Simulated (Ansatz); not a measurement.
The reference is WSe₂ (space group P6_3/mmc, No. 194; a = 3.300 Å, c = 13.151 Å; layered, stacked along the Cartesian z axis).

The values are results of DFT with r2SCAN+rVV10, PAW potentials and a 500 eV plane-wave cutoff in Ansatz (a quantum-chemistry and plane-wave program), no spin-orbit coupling, not measurements.

Carriers are added at fixed cell with a uniform background; the Fermi–Dirac width is that of 300 K.

One change was made to it. Results:

```tsv
quantity	base	after
Fermi level relative to the doped band's edge (positive inside the band; to 0.05 eV)	–	+0.45 eV
gap between the host's bands	1.12 eV	1.14 eV
```

Which of these changes matches the shifts?
A) holes 1.0×10^22 cm⁻³
B) holes 2.0×10^21 cm⁻³
C) electrons 1.0×10^22 cm⁻³

B, holes 2.0×10^21 cm⁻³. For comparison, the Fermi level from band edge in the other runs: electrons 1.0×10^22 cm⁻³ gives +0.75 eV; holes 1.0×10^22 cm⁻³ gives +0.90 eV.

Carriers are added with a uniform compensating background; total energy and stress of such cells depend on the potential's zero and are not compared; many-body gap narrowing is missing at this level. With W present, leaving out spin-orbit coupling can change the band edges. No phonon test of stability was made.
